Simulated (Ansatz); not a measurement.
Results of PBEsol (PAW; Ansatz, a quantum-chemistry and plane-wave program) for A15 Nb₃Sn (cubic form, which distorts at low temperature).

Settings: plane-wave cutoff 520 eV, 10×10×10 k mesh, Fermi–Dirac smearing 0.05 eV, no spin polarisation, scalar-relativistic PAW data made under PBE.

Pressure at four volumes; x = ln(V/18.176 Å³). One pressure is withheld.

| V (Å³/atom) | x | P (GPa) |
|---|---|---|
| 17.086 | -0.0618 | ? |
| 17.449 | -0.0408 | 7.83 |
| 18.176 | 0.0000 | 0.01 |
| 19.267 | 0.0583 | -9.06 |

### Question
Pass a parabola P(x) through the three rows shown, estimate the bulk modulus and its pressure derivative near zero pressure, and predict the withheld pressure.

### Answer
Slopes between the rows: (0.01 − (7.83))/(0.0000 − (-0.0408)) = -191.67 and (-9.06 − (0.01))/(0.0583 − (0.0000)) = -155.57 GPa. Their difference over the span 0.0991 is c = 36.10/0.0991 = 364.3 GPa, so P(x) = 7.83 + (-191.67)(x − (-0.0408)) + 364.3 (x − (-0.0408))(x − (0.0000)). At the middle row B = −dP/dx = −[-191.67 + 364.3 × 0.0408] = 176.8 GPa, and B′ = dB/dP = 2c/B = 4.1. At x = -0.0618 the parabola gives 12.33 GPa; the run gives 12.39 GPa. The Birch–Murnaghan fit to the energies at all volumes has B0 = 176 GPa and B′ = 4.2.

Measured, for comparison: bulk modulus 165 GPa (4 K, not corrected to a static lattice; as tabulated in Lu and Klein (1997), arXiv:cond-mat/9704251). Computed less measured: bulk modulus +7 %.

Note: symmetry holds this phase in the static calculation, where it need not be a minimum.

Spin–orbit coupling is not included.
